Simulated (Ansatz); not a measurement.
A self-consistent single point of MgB2 (P6mm, 3 atoms in the cell) with Ansatz (a first-principles code).

Level of theory: PBEsol, default PAW files made with PBE (plane waves; Ansatz).

The change in words: lattice scaled by 0.98; basis.ecutwfc: 420 eV → 630 eV. Reference geometry:
```
MgB2
1.0
    1.55272    -2.68940     0.00000
    1.55272     2.68940     0.00000
    0.00000     0.00000     3.53760
Mg B
1 2
Direct
  0.00000   0.00000   0.01413
  0.33333   0.66667   0.50000
  0.66667   0.33333   0.50000
```

Reference input (self-consistent single point, DFT, PBEsol, plane waves, default PAW files made with PBE): basis.ecutwfc = 420 eV; kpoints.mp_grid.grid = 12 12 9; hamiltonian.xc = pbesol; hamiltonian.pseudopotentials = {kind: paw} (the program's default PAW files); scf.occupations.method = fermi_dirac; scf.occupations.width = 0.1 eV. This run's input differs from it in these lines:

Ansatz 0.2 input:
```diff
@@ -2,11 +2,11 @@
   lattice:
-    - [1.55272500, -2.68939900, 0.00000000]
-    - [1.55272500, 2.68939900, 0.00000000]
-    - [0.00000000, 0.00000000, 3.53760000]
+    - [1.52167000, -2.63561100, 0.00000000]
+    - [1.52167000, 2.63561100, 0.00000000]
+    - [0.00000000, 0.00000000, 3.46684800]
   atoms:
-    - { symbol: Mg, position_ang: [0.00000000, 0.00000000, 0.05000044] }
-    - { symbol: B, position_ang: [1.55272500, 0.89646813, 1.76880000] }
-    - { symbol: B, position_ang: [1.55272500, -0.89646813, 1.76880000] }
+    - { symbol: Mg, position_ang: [0.00000000, 0.00000000, 0.04900043] }
+    - { symbol: B, position_ang: [1.52167000, 0.87853876, 1.73342400] }
+    - { symbol: B, position_ang: [1.52167000, -0.87853876, 1.73342400] }
 basis:
-  ecutwfc: 420.0
+  ecutwfc: 630.0
 kpoints:
```

The program printed (abridged):

```
SCF iter   1: F=—  HF=-2217.792643 eV  |F-HF|=—  |Δ(HF+E_count)|=         —  Δρ=4.34e-3  dr2=6.93e-3  ethr=1.77e-3  ⟨swp⟩=5.0  Hψ=6360  notcnv=0
all-band conjugate gradients solve this SCF's bands
preconditioner: auto → none
SCF iter   2: F=—  HF=-2217.790990 eV  |F-HF|=—  |Δ(HF+E_count)|=   1.65e-3  Δρ=2.50e-3  dr2=2.58e-3  ethr=4.33e-5  ⟨swp⟩=1.3  Hψ=1961  notcnv=0
SCF iter   3: F=—  HF=-2217.790154 eV  |F-HF|=—  |Δ(HF+E_count)|=   8.35e-4  Δρ=3.76e-4  dr2=4.70e-5  ethr=1.61e-5  ⟨swp⟩=2.2  Hψ=1510  notcnv=0
SCF iter   4: F=—  HF=-2217.790121 eV  |F-HF|=—  |Δ(HF+E_count)|=   3.34e-5  Δρ=6.16e-5  dr2=1.45e-6  ethr=2.94e-7  ⟨swp⟩=2.3  Hψ=1590  notcnv=0
iter 5 did not close the SCF: its close was put off for the readings that it lacked (scf_convergence_deferred on its scf_iter line)
SCF iter   5: F=-2217.790121 eV  HF=-2217.790121 eV  |F-HF|=2.00e-8  |Δ(HF+E_count)|=   2.34e-7  Δρ=1.05e-5  dr2=4.46e-8  ethr=9.09e-9  ⟨swp⟩=2.2  Hψ=1465  notcnv=0
SCF iter   6: F=-2217.790121 eV  HF=-2217.790121 eV  |F-HF|=7.24e-10  |Δ(HF+E_count)|=   7.13e-9  Δρ=1.77e-6  dr2=1.14e-9  ethr=2.79e-10  ⟨swp⟩=2.8  Hψ=3836  notcnv=0
SCF 1 converged in 6 iterations: F = -2217.790121 eV  dr2 = 1.14e-9
Free energy (F): -2217.790121 eV
Internal energy: -2217.770046 eV  (E = F + TS)
E sigma→0 (E₀):  -2217.780083 eV
Entropy (-TS):   -0.020075 eV (-6.692 meV/atom)
Fermi energy:    9.618224 eV
--- Forces (eV/Å), atoms counted from 1 ---
  atom   1  Mg     0.00000000     0.00000000    -0.37556227
  atom   2  B      0.00000000    -0.00000000     0.18775024
  atom   3  B     -0.00000000     0.00000000     0.18775024
--- Stress (GPa, compression-positive) ---
        4.129656      -0.000000       0.000000
       -0.000000       4.129656       0.000000
        0.000000       0.000000       2.734178
  P = ⅓ Tr σ = 3.6645 GPa (36.645 kbar)
  The stress holds the Pulay correction. Without it, at fixed plane waves, as pw.x and ABINIT print it: P = 3.6526 GPa
```

The run converged in 6 iterations. Against the reference run the free energy falls by 5.1 meV/atom, the pressure goes from -5.51 to 3.66 GPa and the largest force goes from 0.304 to 0.376 eV/Å. The full log also holds: “iter 5 did not close the SCF: its close was put off for the readings that it lacked (scf_convergence_deferred on its scf_iter line)”.

The starting cell has typed, rounded lattice constants, without a prior relaxation at this level. Its lattice was rescaled by up to half a per cent. One atom was moved a little off its site on purpose. For this run, on top of that: lattice scaled by 0.98. Ansatz's pressure includes its estimate of the finite-basis (Pulay) stress.
